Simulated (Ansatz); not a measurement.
CdTe (model structure, within 0.1 Å of P6₂22, No. 180, 6 atoms in the cell) was calculated with r²SCAN (PAW; Ansatz, an electronic-structure program).

Settings: plane-wave cutoff 560 eV, 12×12×4 k mesh (along the axes of the cell as run), Fermi–Dirac smearing 0.01 eV, scalar-relativistic PAW data made under PBE.

Cell (relaxed at this level):

```yaml
crystal:
  lattice:
    - [4.56116, 0.00000, 0.00000]
    - [-2.28058, 3.95008, 0.00000]
    - [0.00000, 0.00000, 10.47024]
  atoms:
    - { symbol: Cd, position: [0.50031, 0.00000, 0.66667] }
    - { symbol: Cd, position: [0.00000, 0.50031, 0.33333] }
    - { symbol: Cd, position: [0.49969, 0.49969, 0.00000] }
    - { symbol: Te, position: [0.50013, 0.00000, 0.16667] }
    - { symbol: Te, position: [0.00000, 0.50013, 0.83333] }
    - { symbol: Te, position: [0.49987, 0.49987, 0.50000] }
```

Problem. What does this level give for the band gap and bulk modulus B0?

Solution. 
- band gap: 0.60 eV (on the SCF k mesh)
- bulk modulus B0: 45.0 GPa

Note: the bulk modulus is −V dP/dV from two relaxed cells at ±2 % in volume.

Spin–orbit coupling is not included; with these elements it can move the gap by several tenths of an eV or more.

A model structure was made by putting elements into a prototype or built by hand; it is no filed structure, need not be a known phase, and can be a saddle point held by its symmetry.
